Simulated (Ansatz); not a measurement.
HfC (model structure, F-43m, No. 216, 2 atoms in the cell) was calculated with LDA (plane waves, PAW; Ansatz, a program for electronic structure).

Numerical settings: plane-wave cutoff 520 eV, 12×12×12 k mesh, Fermi–Dirac smearing 0.01 eV, scalar-relativistic PAW data made under PBE.

Cell (relaxed at this level):

```cif
data_C4Hf4
_chemical_formula_sum 'Hf4 C4'
_space_group_name_H-M_alt 'F-43m'
_space_group_IT_number 216
_space_group_name_Hall 'F -4 2 3'
_cell_length_a 4.95484
_cell_length_b 4.95484
_cell_length_c 4.95484
_cell_angle_alpha 90.000
_cell_angle_beta 90.000
_cell_angle_gamma 90.000
loop_
_atom_site_label
_atom_site_type_symbol
_atom_site_symmetry_multiplicity
_atom_site_Wyckoff_symbol
_atom_site_fract_x
_atom_site_fract_y
_atom_site_fract_z
_atom_site_occupancy
Hf1 Hf 4 a 0.00000 0.00000 0.00000 1
C1 C 4 d 0.75000 0.75000 0.75000 1
```
(The calculation used a cell of 2 atoms; values per cell refer to that cell.)

Q: What does this level give for the band gap, direct gap at Γ and bulk modulus?

A: 
band gap: 0.21 eV (on the SCF k mesh)
direct gap at Γ: 6.02 eV
bulk modulus: 171 GPa

Note: the bulk modulus is −V dP/dV from two relaxed cells at ±2 % in volume; the relaxation could raise the start's symmetry but not lower it, so the cell can be a saddle point.

Spin–orbit coupling is not included; it can close the smallest gap of 0.21 eV.

The computed numbers hold no vibrational or temperature effects.

Cost on a shared machine: about 40 core-seconds (a rough figure).

A model structure was made by putting elements into a prototype or built by hand; it is no filed structure, need not be a known phase, and can be a saddle point held by its symmetry.
